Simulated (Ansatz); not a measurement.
The starting structures come from a database of crystals and need not be the phases stable at ambient conditions.

Inside the gap of an insulator the Bloch states are evanescent, with a wavenumber k + iκ along the transport direction.

Consider the following.

```
CELL_PARAMETERS angstrom
      3.33360     0.00000     0.00000
      0.00000     6.50500     0.00000
      0.00000     0.00000     5.55640
ATOMIC_POSITIONS crystal
  Hf 0.75000 0.89213 0.75132
  Hf 0.25000 0.10787 0.24868
  Hf 0.25000 0.39213 0.74868
  Hf 0.75000 0.60787 0.25132
  O  0.25000 0.65855 0.97921
  O  0.75000 0.34145 0.02079
  O  0.75000 0.15855 0.52079
  O  0.25000 0.84145 0.47921
  O  0.25000 0.07660 0.86050
  O  0.75000 0.92340 0.13950
  O  0.75000 0.57660 0.63950
  O  0.25000 0.42340 0.36050
```

Space group of this cell: Pnma. The cell is taken as given; by r2SCAN its mean pressure is -3.4 GPa.

Transport runs along the normal of the first two printed cell vectors.

No gap correction and no spin-orbit coupling; mid-gap values are interpolated between computed energies.

Give the band gap and the smallest decay constant κ at mid-gap that r2SCAN (Ansatz, an electronic-structure program) yields.

Gap 3.97 eV on a 10×6×6 mesh; κ = 0.452 1/Å, at the zone centre.
